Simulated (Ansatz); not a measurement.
Start from CsSnI3 in the cubic perovskite structure (space group Pm-3m, No. 221; a = 6.225 Å). Axes: x, y, z lie along the cube axes.

Method: r2SCAN (Ansatz, a first-principles code; PAW; 500 eV plane waves; without spin-orbit coupling), earlier PAW set.

For the base:

```
Item               Result
---------------  --------
Volume per atom  48.25 Å³
```

Modification: uniaxial stress, 2 GPa tension along z, with the cell and atoms free to relax against it.

Q: Predict the new electron mass, energy relative to the base and volume per atom.

A: The electron mass is 0.047 mₑ along z, 0.67 mₑ across (at R); the energy rises by 26 meV/atom; the volume per atom increases by 2.896 Å³ (48.25 Å³ → 51.14 Å³).

With I present, leaving out spin-orbit coupling can change the band edges. The levels and masses belong to the bands next to the band gap. Load acts through the strain it causes; cell and atoms are relaxed under it. Effective masses come from finite differences of ±0.01 Å⁻¹. Beyond what the load breaks, stability against distortions was not tested. Many cubic perovskites are stable only at high temperature; tilts and polar distortions were not tested.
